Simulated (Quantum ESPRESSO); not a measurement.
Input and output of a self-consistent single point for Ca (Fm-3m, 1 atom in the cell) (Quantum ESPRESSO).

Computed with PBEsol, PseudoDojo standard norm-conserving (PBESOL) pseudopotentials (plane waves; Quantum ESPRESSO 7.5).

```xyz
1
Lattice="-2.7466 0.0000 2.7466 0.0000 2.7466 2.7466 -2.7466 2.7466 0.0000" Properties=species:S:1:pos:R:3 pbc="T T T"
Ca     0.0000     0.0000     0.0000
```

Reference input (self-consistent single point, DFT, PBEsol, plane waves, PseudoDojo standard norm-conserving (PBESOL) pseudopotentials): ecutwfc = 70 Ry; occupations = smearing; smearing = fd; degauss = 0.0036749 Ry; potentials = {Ca: Ca.upf}; K_POINTS = automatic 10 10 10 0 0 0; conv_thr = 1e-10 Ry. This run's input differs from it in these lines:

```diff
@@ -13,3 +13,3 @@
     ntyp = 1,
-    ecutwfc = 70,
+    ecutwfc = 42,
     occupations = 'smearing',
```

Output, abridged:

```
     Self-consistent Calculation

     iteration #  1     ecut=    42.00 Ry     beta= 0.70

     Threshold (ethr) on eigenvalues was too large:
     Diagonalizing with lowered threshold

     c_bands:  1 eigenvalues not converged
     c_bands:  1 eigenvalues not converged
     c_bands:  1 eigenvalues not converged
     c_bands:  1 eigenvalues not converged

     total energy              =     -77.27114188 Ry
     estimated scf accuracy    <       0.00142451 Ry

     iteration #  2     ecut=    42.00 Ry     beta= 0.70

     total energy              =     -77.27122788 Ry
     estimated scf accuracy    <       0.00012446 Ry

     iteration #  3     ecut=    42.00 Ry     beta= 0.70
     c_bands:  1 eigenvalues not converged

     total energy              =     -77.27123258 Ry
     estimated scf accuracy    <       0.00000086 Ry

   [... 2 blocks of this kind left out ...]

     iteration #  6     ecut=    42.00 Ry     beta= 0.70

     total energy              =     -77.27123323 Ry
     estimated scf accuracy    <          1.3E-10 Ry

     iteration #  7     ecut=    42.00 Ry     beta= 0.70
     End of self-consistent calculation

     the Fermi energy is     5.0968 ev

!    total energy              =     -77.27123323 Ry
     estimated scf accuracy    <          1.9E-12 Ry
     smearing contrib. (-TS)   =      -0.00077005 Ry
     internal energy E=F+TS    =     -77.27046318 Ry

     convergence has been achieved in   7 iterations

     Forces acting on atoms (cartesian axes, Ry/au):

     atom    1 type  1   force =     0.00000000    0.00000000    0.00000000

     Total force =     0.000000     Total SCF correction =     0.000000

          total   stress  (Ry/bohr**3)                   (kbar)     P=      -42.36
  -0.00028799   0.00000000   0.00000000          -42.36        0.00        0.00
   0.00000000  -0.00028799  -0.00000000            0.00      -42.36       -0.00
   0.00000000  -0.00000000  -0.00028799            0.00       -0.00      -42.36

   JOB DONE.
```

The run converged in 7 iterations. Against the reference run the free energy rises by 199 meV/atom and the pressure goes from -0.38 to -4.24 GPa.

The starting cell comes from a database of computed structures (which also holds hypothetical and non-ambient phases and stackings), without a prior relaxation at this level. Its lattice was rescaled by a random factor within 2.5 % of one.
